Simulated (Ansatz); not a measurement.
Start from CoTe in the CsCl type structure (space group Pm-3m, No. 221; a = 3.192 Å; ferromagnetic; a hypothetical phase, not in the database extracts checked).

Structures relaxed with PBEsol in Ansatz (plane waves to 420 eV, PAW, no spin-orbit coupling).

Base:

Simulated powder pattern, Cu Kα1, λ = 1.54056 Å (kinematic, ideal powder, no thermal factors, no anomalous dispersion; the 14 strongest lines at most, above 2 %, up to 2θ = 90°):

```tsv
2θ (°)	I/Imax (%)	hkl
27.93	14	(100)
39.91	100	(110)
49.41	4.0	(111)
57.71	16	(200)
65.31	5.5	(210)
72.46	32	(211)
86.08	10	(220)
```

One thing is altered: full substitution Co → Ti; the structure is relaxed again.

Question: How do the reflections move or split?

Answer: 
Simulated powder pattern, Cu Kα1, λ = 1.54056 Å (kinematic, ideal powder, no thermal factors, no anomalous dispersion; the 14 strongest lines at most, above 2 %, up to 2θ = 90°):

| 2θ (°) | I/Imax (%) | hkl |
|---|---|---|
| 26.38 | 25 | (100) |
| 37.65 | 100 | (110) |
| 46.56 | 7.4 | (111) |
| 54.31 | 17 | (200) |
| 61.36 | 10 | (210) |
| 67.96 | 33 | (211) |
| 80.39 | 10 | (220) |
| 86.40 | 5.3 | (221) |

The indices refer to each structure's own conventional cell; one index is shown for lines that coincide.

The magnetic state is the one reached from the starting moments; the real material's order can differ, and small cells can't hold many antiferromagnetic ones. No phonon test of stability was made. As relaxed here, TiTe is a hypothetical phase, not in the database extracts checked. Starting moments died away, wholly or in part, for the base; another magnetic solution may exist. Spin-polarised in the final run: base; the other runs are not.

Ansatz is an electronic-structure program.
